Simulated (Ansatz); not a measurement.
**Input and output of a self-consistent single point for ZrCoF6 (R-3, 8 atoms in the cell) (Ansatz, a quantum-chemistry and plane-wave program)**

Level of theory: LDA (PW92)+U, default PAW files made with PBE (plane waves; Ansatz).

Input as run:

Ansatz 0.2 input:
```yaml
crystal:
  lattice:
    - [2.733000, 1.577898, 4.660667]
    - [-2.733000, 1.577898, 4.660667]
    - [0.000000, -3.155797, 4.660667]
  atoms:
    - { symbol: Co, position_ang: [0.000000, 0.000000, 0.000000], spin: 3.0 }
    - { symbol: Zr, position_ang: [0.000000, -0.000001, 6.991001] }
    - { symbol: F, position_ang: [-0.450945, -1.579477, 5.835155] }
    - { symbol: F, position_ang: [1.593339, 0.399208, 5.835155] }
    - { symbol: F, position_ang: [-1.142394, 1.180268, 5.835155] }
    - { symbol: F, position_ang: [0.450945, 1.579476, 8.146846] }
    - { symbol: F, position_ang: [-1.593339, -0.399209, 8.146846] }
    - { symbol: F, position_ang: [1.142394, -1.180269, 8.146846] }
basis:
  ecutwfc: 420.0
kpoints:
  mp_grid: { grid: [4, 4, 4] }
hamiltonian:
  xc: lda
  pseudopotentials: { kind: paw }
  hubbard: { sites: [{ species: Co, l: d, u_eff: 3.32 }] }
magnetization:
  spin_polarized: true
scf:
  occupations: { method: cold, width: 0.1 }
output:
  forces: true
  eigenvalues: true
  stress: true
```

The program printed (abridged):

```
WARN the atoms were moved onto the symmetric positions of the space group found under crystal.symmetry.tolerance 1.0e-5 (fractional …
WARN ansatz: RAYON_NUM_THREADS=1 ignored (pool sized by the plan → 1); use --threads N
Co: projections on atomic orbitals take those of the free atom [Ne] 3s2 3p6 3d7 4s2, of charge +0.00 (hamiltonian.pseudopotentials.projection_atoms) …
Zr: projections on atomic orbitals take those of the free atom [Ar 3d10] 4s2 4p6 4d2 5s2, of charge +0.00 (hamiltonian.pseudopotentials.projection_atoms) …
F: projections on atomic orbitals take those of the free atom [He] 2s2 2p5, of charge +0.00 (hamiltonian.pseudopotentials.projection_atoms) …
Pseudopotentials: kind: paw
Pseudopotential: Co, paw, valence charge 17
Pseudopotential: Zr, paw, valence charge 12
Pseudopotential: F, paw, valence charge 7
Crystal: 8 atoms, lattice volume = 120.592 Å³
Basis set: ecut = 420 eV, 2355 PW (Γ)
Bands: 45, of which v1, the nominal top of the filled ones, is band 36 counted from 1 (35 counted from 0)
Symmetry: 6 space group operations
Space group: R-3 (ITA 148), of the structure as read, at distance tolerance 4.9e-5 Å
Magnetic group: BNS 148.17 (UNI 1247), of the structure as read, at distance tolerance 4.9e-5 Å
k-points: 14 of 64
PAW frozen core: Co, regenerated for the run's functional, and the local potential with it
PAW frozen core: Zr, regenerated for the run's functional, and the local potential with it
PAW frozen core: F, regenerated for the run's functional, and the local potential with it
Initial density: superposition of atomic densities (chi_scale 0.1, normalization cell, long waves kept (reshape's long-wave potential 0.01 eV rms))
Starting moments: Σ|m| = 3 μB on 1 of 8 sites
Initial wavefunctions: pseudopotential atomic-orbital guess
Eigensolver: davidson
Functional: x = slater, c = lda
SCF iter   1: F=—  HF=-13929.948807 eV  |F-HF|=—  |Δ(HF+E_count)|=         —  Δρ=3.26e-1 (↑1.09e-1 ↓3.26e-1)  dr2=1.80e2  dr2_m=1.64e1  M=0.348 μB ∫|m|=0.383 μB  β_m=0.30  ethr=3.10e-3  ⟨swp⟩=6.7  Hψ=5146  notcnv=0
all-band conjugate gradients solve this SCF's bands
preconditioner: auto → none
SCF iter   2: F=—  HF=-13908.430614 eV  |F-HF|=—  |Δ(HF+E_count)|=    2.15e1  Δρ=8.00e-2 (↑3.72e-2 ↓8.00e-2)  dr2=4.35e0  dr2_m=1.45e0  M=3.000 μB ∫|m|=3.011 μB  β_m=1.00  ethr=3.10e-3  ⟨swp⟩=4.0  Hψ=3290  notcnv=0  defer=60
SCF iter   3: F=—  HF=-13906.859125 eV  |F-HF|=—  |Δ(HF+E_count)|=    1.57e0  Δρ=2.84e-2 (↑2.45e-2 ↓2.84e-2)  dr2=1.10e0  dr2_m=1.66e-2  M=3.000 μB ∫|m|=3.015 μB  β_m=1.00  ethr=3.10e-3  ⟨swp⟩=2.7  Hψ=2679  notcnv=0  defer=95
   [... lines left out ...]
SCF iter  19: F=—  HF=-13908.513009 eV  |F-HF|=—  |Δ(HF+E_count)|=   2.73e-6  S|Δr|=    0.00e0  Δρ=6.42e-5 (↑5.57e-5 ↓6.42e-5)  dr2=1.13e-5  dr2_m=2.34e-7  M=3.000 μB ∫|m|=3.028 μB  β_m=0.69  ethr=3.09e-9  ⟨swp⟩=2.5  Hψ=2163  notcnv=0  defer=78
iter 20 met the thresholds in force, and the SCF goes on: an eigenvalue changes by 0.99 meV, over its tolerance of 0.50 meV (output.eigenvalues, Limitations)
SCF iter  20: F=-13908.513008 eV  HF=-13908.513007 eV  |F-HF|=2.10e-8  |Δ(HF+E_count)|=   1.88e-6  S|Δr|=    0.00e0  Δρ=7.08e-6 (↑1.52e-6 ↓7.08e-6)  dr2=3.36e-8  dr2_m=1.58e-8  M=3.000 μB ∫|m|=3.028 μB  β_m=0.85  ethr=1.41e-10  ⟨swp⟩=8.6  Hψ=6330  notcnv=0
SCF iter  21: F=-13908.513008 eV  HF=-13908.513008 eV  |F-HF|=4.48e-8  |Δ(HF+E_count)|=   9.11e-8  S|Δr|=    0.00e0  Δρ=5.59e-6 (↑4.60e-6 ↓5.59e-6)  dr2=7.71e-8  dr2_m=6.25e-9  M=3.000 μB ∫|m|=3.028 μB  ethr=4.74e-11  ⟨swp⟩=2.0  Hψ=4107  notcnv=0
SCF 1 converged in 21 iterations: F = -13908.513008 eV  dr2 = 7.71e-8
Crystal: 8 atoms, lattice volume = 120.592 Å³
Initial density: read from a saved state, or passed on in memory by an earlier SCF of this step, an earlier step, the calling program or the single point that …
Starting moments: Σ|m| = 3 μB on 1 of 8 sites; this step starts from the density that it was given
Initial wavefunctions: those read from a saved state, or passed on in memory by an earlier step or the calling program
iter 1 solved again at ethr=1.08e-10 eV; its pass at ethr=3.10e-3 eV (dr2=7.70e-8 eV) is discarded
SCF iter   1: F=—  HF=-13908.513008 eV  |F-HF|=—  |Δ(HF+E_count)|=         —  Δρ=5.59e-6 (↑4.59e-6 ↓5.59e-6)  dr2=7.70e-8  dr2_m=6.25e-9  M=3.000 μB ∫|m|=3.028 μB  β_m=0.30  ethr=1.08e-10  ⟨swp⟩=1.0  Hψ=4093  notcnv=0
preconditioner: auto → Resta (q_TF=auto, 2.498 Å⁻¹)
spin=Collinear: Resta preconditioning applied to the charge; magnetization (m = ρ↑ − ρ↓) channel mixes plain (no charge-response kernel on spin).
SCF iter   2: F=-13908.513008 eV  HF=-13908.513008 eV  |F-HF|=1.34e-8  |Δ(HF+E_count)|=  2.69e-10  Δρ=4.13e-6 (↑1.45e-6 ↓4.13e-6)  dr2=1.67e-8  dr2_m=4.82e-9  M=3.000 μB ∫|m|=3.028 μB  ethr=1.08e-10  ⟨swp⟩=2.0  Hψ=2366  notcnv=0
SCF 2 converged in 2 iterations: F = -13908.513008 eV  dr2 = 1.67e-8
the run takes no state from an SCF along what the orbitals of the run's state read of its open shells (or to have them read …
Crystal: 8 atoms, lattice volume = 120.592 Å³
Symmetry: 2 space group operations
k-points: 36 of 64
iter 1 solved again at ethr=2.32e-11 eV; its pass at ethr=1.41e-6 eV (dr2=1.65e-8 eV) is discarded
SCF iter   1: F=—  HF=-13908.513008 eV  |F-HF|=—  |Δ(HF+E_count)|=         —  Δρ=4.13e-6 (↑1.43e-6 ↓4.13e-6)  dr2=1.63e-8  dr2_m=4.82e-9  M=3.000 μB ∫|m|=3.028 μB  ethr=2.32e-11  ⟨swp⟩=1.0  Hψ=14053  notcnv=0
   [... lines left out ...]
preconditioner: auto → Resta (q_TF=auto, 2.498 Å⁻¹)
spin=Collinear: Resta preconditioning applied to the charge; magnetization (m = ρ↑ − ρ↓) channel mixes plain (no charge-response kernel on spin).
Absolute magnetization: 3.0260 μB (∫|ρ↑−ρ↓|, with the PAW one-centre terms)
Free energy (F): -13908.513008 eV
Fermi energy:    4.277292 eV
Step filling:    the computed levels leave a gap of 2.8058 eV = 28.1 smearing widths
   [... lines left out ...]
       -3.164361       0.000125       0.000000
       -0.000125      -3.164361       0.000000
       -0.000000       0.000000      -3.491150
  P = ⅓ Tr σ = -3.2733 GPa (-32.733 kbar)
  The stress holds the Pulay correction. Without it, at fixed plane waves, as pw.x and ABINIT print it: P = -4.1383 GPa
--- Band table (eV; the first three rows and the last of 28) ---
  k-point 0 ↑: bands = ["-91.8927", "-56.1541", "-55.2591", "-55.2591", "-45.3602", "-24.0345", "-24.0345", "-24.0244", "-19.3910", "-19.1068", "-19.1068", "-18.2130", "-18.1958", "-18.1958", "-3.5457", "-3.5457", "-3.2748", "-2.5187", "-2.2946", [...]
  k-point 1 ↑: bands = ["-91.8927", "-56.1541", "-55.2591", "-55.2591", "-45.3602", "-24.0438", "-24.0357", "-24.0250", "-19.2752", "-19.1179", "-19.1071", "-18.3139", "-18.2043", "-18.1929", "-3.3339", "-3.3195", "-3.0404", "-2.3440", "-2.1770", [...]
  k-point 2 ↑: bands = ["-91.8927", "-56.1541", "-55.2591", "-55.2591", "-45.3601", "-24.0532", "-24.0370", "-24.0252", "-19.1402", "-19.1191", "-19.0979", "-18.4682", "-18.2021", "-18.1858", "-2.8863", "-2.7865", "-2.6281", "-2.5993", "-2.5167", [...]
  k-point 13 ↓: bands = ["-88.7259", "-52.7707", "-52.3407", "-52.3407", "-45.3463", "-24.0227", "-24.0121", "-24.0121", "-19.0780", "-19.0502", "-19.0502", "-18.4087", "-18.0892", "-18.0892", "-2.7467", "-2.7467", "-2.2999", "-2.2414", "-1.4392", [...]
Occupation matrices written to occupation_matrices
```

The run converged, with 26 iterations in all over 2 SCF loops.

The starting cell comes from a database of published, mostly measured structures (it also holds non-ambient and calculated ones), without a prior relaxation at this level. With one magnetic atom in the cell only a parallel order is possible. With U or open f shells several self-consistent states can exist. With a pressure of about -3 GPa the cell is away from its equilibrium volume at this level. Ansatz's pressure includes its estimate of the finite-basis (Pulay) stress. Without the estimate this run gives -4.14 GPa.

These are the values that this program gave, and no reference: magnets with a U can end in a higher state.

Cost on one core of a shared machine: roughly 2 min.
